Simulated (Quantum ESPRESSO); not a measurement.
# A series of runs on Fe₃Mo (P6_3/mmc, 8 atoms in the cell)

```xyz
8
Lattice="5.1290 0.0000 0.0000 -2.5645 4.4418 0.0000 0.0000 0.0000 4.1092" Properties=species:S:1:pos:R:3 pbc="T T T"
Fe     0.0000     1.4284     1.0273
Fe     2.5645     3.0134     3.0819
Fe     3.8919     0.7142     3.0819
Fe    -1.3275     3.7276     1.0273
Fe     1.3275     3.7276     1.0273
Fe     1.2370     0.7142     3.0819
Mo     0.0000     2.9612     3.0819
Mo     2.5645     1.4806     1.0273
```
Moments meant for the start (each program seeds them in its own way; μB, in the order of the atoms Fe Fe Fe Fe Fe Fe Mo Mo): 4.0 4.0 4.0 4.0 4.0 4.0 0.0 0.0.

Base run A: LDA (PZ), PSlibrary PAW (LDA) pseudopotentials run with Quantum ESPRESSO 7.5, self-consistent single point.

Its settings: ecutwfc = 55 Ry; ecutrho = 330 Ry; occupations = smearing; smearing = cold; degauss = 0.0073499 Ry; nspin = 2; potentials = {Fe: Fe.pz-n-kjpaw_psl.1.0.0.UPF, Mo: Mo.pz-spn-kjpaw_psl.1.0.0.UPF}; K_POINTS = automatic 6 6 7 0 0 0; conv_thr = 1e-11 Ry; mixing_beta = 0.4.

The starting cell comes from a database of computed structures (which also holds hypothetical and non-ambient phases and stackings), without a prior relaxation at this level. The moments shrank to a small part of their start, a low-spin state that need not be the lowest. In the base run, with a pressure of about -19 GPa the cell is away from its equilibrium volume at this level.

ΔF is the free energy per atom less that of run A. 

Run A gave: pressure (GPa) -19.40; largest force (eV/Å) 0.066; size of the net moment (μB/atom) 0.29.

Runs:
- B: lattice scaled by 0.97
- C: lattice scaled by 0.97; ecutwfc: 55 Ry → 33 Ry; ecutrho: 330 Ry → 198 Ry
- D: lattice scaled by 0.985
- E: lattice scaled by 0.985; ecutwfc: 55 Ry → 33 Ry; ecutrho: 330 Ry → 198 Ry

Q: What does run E change against A?

A: The free energy goes up by 83.1 meV/atom, the pressure goes from -19.40 to -15.10 GPa, the largest force goes from 0.066 to 0.052 eV/Å and the size of the net moment goes from 0.29 to 0.22 μB/atom.

Q: What does run D change against A?

A: The free energy goes down by 42.4 meV/atom, the pressure goes from -19.40 to -7.62 GPa, the largest force goes from 0.066 to 0.031 eV/Å and the size of the net moment goes from 0.29 to 0.23 μB/atom.

Q: What does run B change against A?

A: The free energy goes down by 42.4 meV/atom, the pressure goes from -19.40 to 7.02 GPa, the largest force goes from 0.066 to 0.027 eV/Å and the size of the net moment goes from 0.29 to 0.00 μB/atom.

Runs B, C lost their moments and ended non-magnetic.

```
run  ΔF (meV/atom)  pressure (GPa)  largest force (eV/Å)  size of the net moment (μB/atom)
---  -------------  --------------  --------------------  --------------------------------
A             0.00          -19.40                 0.066                              0.29
B            -42.4            7.02                 0.027                              0.00
C             84.7           -0.95                 0.035                              0.00
D            -42.4           -7.62                 0.031                              0.23
E             83.1          -15.10                 0.052                              0.22
```
